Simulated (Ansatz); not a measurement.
# HgTe, response to strain

The parent structure is HgTe in the zinc blende structure (space group F-43m, No. 216; a = 6.573 Å). Axes: x, y, z lie along the cube axes.

Strains are applied to the cell and any free atomic positions relax.

Calculations: r2SCAN, PAW, 500 eV (Ansatz, an electronic-structure program; no spin-orbit coupling).

Notes on the quantities. energy relative to the base: free energy F; pressure: mean of the normal stresses, compression positive.

| variant | energy relative to the base | shortest interatomic distance | pressure |
|---|---|---|---|
| base | 0 meV/atom | 5.378 bohr | 0.0 GPa |
| uniaxial strain ε_zz = −1.50 % | ___ | ___ | ___ |
| uniaxial strain ε_zz = −1.00 % | +0.6 meV/atom | 5.360 bohr | 0.4 GPa |
| uniaxial strain ε_zz = −0.50 % | +0.1 meV/atom | 5.369 bohr | 0.2 GPa |

Question: Complete the table.

Answer: 
- uniaxial strain ε_zz = −1.50 %, energy relative to the base: +1.3 meV/atom
- uniaxial strain ε_zz = −1.50 %, shortest interatomic distance: 5.352 bohr
- uniaxial strain ε_zz = −1.50 %, pressure: 0.6 GPa

Stability against distortions was not tested. All final runs are without spin polarisation.
